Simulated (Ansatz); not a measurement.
# Quick settings and what they miss: CdGeAs2 (I-42d, 8 atoms in the cell)

Self-consistent single point.

```yaml
crystal:
  lattice:
    - [-3.00203, 3.00203, 5.68922]
    - [3.00203, -3.00203, 5.68922]
    - [3.00203, 3.00203, -5.68922]
  atoms:
    - { symbol: Cd, position: [0.25000, 0.75000, 0.50000] }
    - { symbol: Cd, position: [0.50000, 0.50000, 0.00000] }
    - { symbol: Ge, position: [0.00000, 0.00000, 0.00000] }
    - { symbol: Ge, position: [0.75000, 0.25000, 0.50000] }
    - { symbol: As, position: [0.87500, 0.34622, 0.97122] }
    - { symbol: As, position: [0.65378, 0.62500, 0.52878] }
    - { symbol: As, position: [0.37500, 0.90378, 0.02878] }
    - { symbol: As, position: [0.09622, 0.12500, 0.47122] }
```

Method of the run: PBEsol, PAW files made with PBE (plane waves; Ansatz, a first-principles code).

Base settings: basis.ecutwfc = 420 eV; kpoints.mp_grid.grid = 5 5 5; hamiltonian.xc = pbesol; hamiltonian.pseudopotentials = {kind: paw} (the program's default PAW files); scf.occupations.method = methfessel_paxton; scf.occupations.width = 0.1 eV.

Tight run (finer mesh or higher cutoff; not a proven limit): basis.ecutwfc: 420 eV → 590 eV; kpoints.mp_grid.grid: 5 5 5 → 7 7 7; scf.convergence.dr2_threshold: default (1e-07 eV) → 1e-09 eV. It gave pressure -1.47 GPa; largest force (vector length) 0.163 eV/Å.

Quick runs, as changes from the base:
- A: the base itself
- B: basis.ecutwfc: 420 eV → 335 eV; kpoints.mp_grid.grid: 5 5 5 → 2 2 2; scf.convergence.dr2_threshold: default (1e-07 eV) → 0.001 eV
- C: basis.ecutwfc: 420 eV → 295 eV; kpoints.mp_grid.grid: 5 5 5 → 4 4 4
- D: kpoints.mp_grid.grid: 5 5 5 → 4 4 4; kpoints.mp_grid.shift: default → 0.5 0.5 0.5
- E: basis.ecutwfc: 420 eV → 250 eV; kpoints.mp_grid.grid: 5 5 5 → 3 3 3; scf.occupations.width: 0.1 eV → 0.272 eV
- F: basis.ecutwfc: 420 eV → 335 eV; kpoints.mp_grid.grid: 5 5 5 → 6 6 6; hamiltonian.xc: pbesol → lda [LDA (PW92)]

Energies are extrapolated to zero smearing width, which holds to low order in the width alone.

Dashes: energy of F, another energy zero.

† marks runs with another functional, U, potentials or spin treatment: their distance from the tight run is not a convergence error alone.

The count of work is k-points × plane waves × bands × iterations; it is no time. 

Pressures in the table are Ansatz's without its Pulay estimate, at a fixed set of plane waves; the tight run's value above holds the estimate.

The starting cell comes from a database of computed structures (which also holds hypothetical and non-ambient phases and stackings), without a prior relaxation at this level. Its lattice was rescaled by a random factor within 2.5 % of one. A gap is left out here, as mesh or smearing make it unsure.

| run | energy less tight (meV/atom) | pressure less tight (GPa) | largest miss in a force vector (eV/Å) | count of work / tight |
|---|---|---|---|---|
| A | 1.3 | -0.01 | 0.000 | 0.25 |
| B | 60.7 | 0.06 | 0.060 | 0.020 |
| C | 84.3 | -5.02 | 0.034 | 0.094 |
| D | -0.4 | -0.01 | 0.004 | 0.14 |
| E | 729.4 | -33.52 | 0.085 | 0.030 |
| F† | – | -2.47 | 0.045 | 0.27 |

Among the runs at the tight run's level, the energy misses run from 0.4 to 729.4 meV/atom.

Left out of this page: 1 run of the series with a known weakness of the program.

Keys are those of Ansatz 0.2.
